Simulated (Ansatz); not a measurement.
Phonon-limited resistivity of OsAl (Pm-3m) against temperature in μΩ·cm, PBEsol, DFPT electron-phonon coupling, linearised Boltzmann equation in Ansatz (a program for electronic structure), harmonic crystal at a fixed cell.

| T | ρ |
|---|---|
| 50 K | 0.43 |
| 77 K | … |
| 100 K | … |
| 150 K | 2.9 |
| 200 K | 4.2 |
| 250 K | 5.4 |
| 273 K | 5.9 |
| 300 K | 6.6 |
| 350 K | 7.8 |
| 400 K | 8.9 |
| 500 K | 11.3 |
| 600 K | 13.6 |

Q: What belongs in the gaps?

A: 
- 77 K, ρ: 1.08
- 100 K, ρ: 1.67

A metal at this level (no band gap). Only scattering by harmonic phonons is included (no impurities, grain boundaries, electron-electron scattering or thermal expansion). Spin-orbit coupling is left out, which matters with elements this heavy. Halving the electron mesh (28x28x28) moves the resistivity by up to 7 %. Smearing 0.20 eV; phonons on a 5x5x5 q mesh, which this run doesn't test and which matters most at low temperature.

Computed structure with no diffraction record at hand here (it may be known, metastable or hypothetical): OsAl (Pm-3m).
